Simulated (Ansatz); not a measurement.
## rock-salt CaO (0 0 1) on rutile SnO2 (0 0 1) (film strained to the substrate, faces as cut)

A periodic stack without vacuum, rock-salt CaO (0 0 1) on rutile SnO2 (0 0 1) (film strained to the substrate, faces as cut): substrate slab Sn10O20, film Ca12O12, surface cells [[0, 1], [-1, 0]] and [[0, -1], [2, 1]], film strained by -0.1 and -0.1 %, faces OSn/OSn and CaO/CaO as cut (like faces can put a slab off its formula).

The start was prepared with a machine-learned potential, and the result is one local minimum, with the in-plane cell held and forces under 0.04 eV/Å; the film can end far from its bulk form.

The numbers are results of PBE (plane waves to 420 eV, PAW; Ansatz, an electronic-structure program), not measurements. Spin–orbit coupling is left out; the runs are not spin-polarised. Its k-point mesh 5×5×1, Fermi–Dirac width 0.05 eV.

- interface area: 23.3 Å²
- period: 31.35 Å
- gaps between the outermost planes at the two interfaces: 1.90 and 1.90 Å
- Ca–Sn contacts across the interfaces within 1.22 times the sum of covalent radii: 8, mean 3.43 Å
- Ca–O contacts across the interfaces within 1.22 times the sum of covalent radii: 4, mean 2.39 Å
- O–Sn contacts across the interfaces within 1.22 times the sum of covalent radii: 2, mean 2.15 Å

```yaml
crystal:
  lattice:
    - [4.82740, -0.00006, -0.03086]
    - [-0.00009, 4.82719, -0.08183]
    - [-2.21611, 1.47046, 31.34864]
  atoms:
    - { symbol: Sn, position: [0.96350, 0.89895, 0.08528] }
    - { symbol: Sn, position: [0.45694, 0.39211, 0.04220] }
    - { symbol: O, position: [0.26670, 0.59662, 0.08926] }
    - { symbol: O, position: [0.70921, 0.72330, 0.03555] }
    - { symbol: O, position: [0.12404, 0.13737, 0.03554] }
    - { symbol: O, position: [0.66461, 0.20034, 0.09175] }
    - { symbol: Sn, position: [0.01043, 0.88535, 0.19077] }
    - { symbol: Sn, position: [0.48418, 0.39623, 0.14221] }
    - { symbol: O, position: [0.31794, 0.57866, 0.19290] }
    - { symbol: O, position: [0.79505, 0.69750, 0.13927] }
    - { symbol: O, position: [0.18225, 0.08432, 0.13924] }
    - { symbol: O, position: [0.70563, 0.19090, 0.19266] }
    - { symbol: Sn, position: [0.06397, 0.86526, 0.29436] }
    - { symbol: Sn, position: [0.53889, 0.37419, 0.24459] }
    - { symbol: O, position: [0.37063, 0.55771, 0.29588] }
    - { symbol: O, position: [0.84403, 0.68173, 0.24310] }
    - { symbol: O, position: [0.23075, 0.06857, 0.24303] }
    - { symbol: O, position: [0.75739, 0.17088, 0.29593] }
    - { symbol: Sn, position: [0.11239, 0.84304, 0.39673] }
    - { symbol: Sn, position: [0.58972, 0.35402, 0.34818] }
    - { symbol: O, position: [0.42613, 0.54169, 0.39971] }
    - { symbol: O, position: [0.89508, 0.66071, 0.34607] }
    - { symbol: O, position: [0.28302, 0.04847, 0.34629] }
    - { symbol: O, position: [0.81330, 0.15485, 0.39972] }
    - { symbol: Sn, position: [0.18530, 0.84667, 0.49673] }
    - { symbol: Sn, position: [0.64885, 0.34004, 0.45367] }
    - { symbol: O, position: [0.44471, 0.51586, 0.50340] }
    - { symbol: O, position: [0.94809, 0.64230, 0.44968] }
    - { symbol: O, position: [0.34342, 0.03876, 0.44721] }
    - { symbol: O, position: [0.85942, 0.10174, 0.50342] }
    - { symbol: Ca, position: [0.84092, 0.39335, 0.65345] }
    - { symbol: Ca, position: [0.33752, 0.88891, 0.65497] }
    - { symbol: Ca, position: [0.30568, 0.39696, 0.57299] }
    - { symbol: Ca, position: [0.78882, 0.91382, 0.57307] }
    - { symbol: Ca, position: [0.91565, 0.36061, 0.80806] }
    - { symbol: Ca, position: [0.41669, 0.86157, 0.80815] }
    - { symbol: Ca, position: [0.37809, 0.37578, 0.73067] }
    - { symbol: Ca, position: [0.87718, 0.87673, 0.73077] }
    - { symbol: Ca, position: [0.98471, 0.32350, 0.96582] }
    - { symbol: Ca, position: [0.50189, 0.84068, 0.96588] }
    - { symbol: Ca, position: [0.45161, 0.34845, 0.88383] }
    - { symbol: Ca, position: [0.95651, 0.84394, 0.88542] }
    - { symbol: O, position: [0.34260, 0.38877, 0.65342] }
    - { symbol: O, position: [0.83610, 0.89517, 0.65298] }
    - { symbol: O, position: [0.81696, 0.41793, 0.58346] }
    - { symbol: O, position: [0.28531, 0.89983, 0.56388] }
    - { symbol: O, position: [0.41605, 0.36149, 0.80903] }
    - { symbol: O, position: [0.91608, 0.86074, 0.80665] }
    - { symbol: O, position: [0.87900, 0.37656, 0.73222] }
    - { symbol: O, position: [0.37658, 0.87584, 0.72983] }
    - { symbol: O, position: [0.49043, 0.33790, 0.97509] }
    - { symbol: O, position: [0.00258, 0.81957, 0.95545] }
    - { symbol: O, position: [0.95211, 0.34223, 0.88588] }
    - { symbol: O, position: [0.45819, 0.84871, 0.88543] }
```
